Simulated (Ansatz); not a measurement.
Element substitutions in hypothetical P6_3/mmc SnS2

The reference is SnS2 in the 2H-MoS2 type structure (space group P6_3/mmc, No. 194; a = 3.589 Å, c = 11.889 Å; a hypothetical phase, not in the database extracts checked; layered, stacked along the Cartesian z axis).

Each row replaces one element on all its sites; cell and atoms are relaxed.

Level of theory: PBE-D3(BJ) (Ansatz, an electronic-structure program), no SOC, earlier PAW set.

```csv
change,c/a ratio,band gap,volume per atom
base,3.313,zero,22.10 Å³
Sn → Te,3.353,0.29 eV,23.97 Å³
S → Cl,3.114,2.41 eV,29.71 Å³
S → Pb,2.808,zero,32.58 Å³
```

With Te present, leaving out spin-orbit coupling can change the band edges. Whether these cells are dynamically stable was not tested. As relaxed here, TeS2, SnCl2 and SnPb2 are hypothetical phases, not in the database extracts checked. The final runs are not spin-polarised. A zero or small gap of TeS2 and SnS2 can be the functional's error rather than a property of the material.
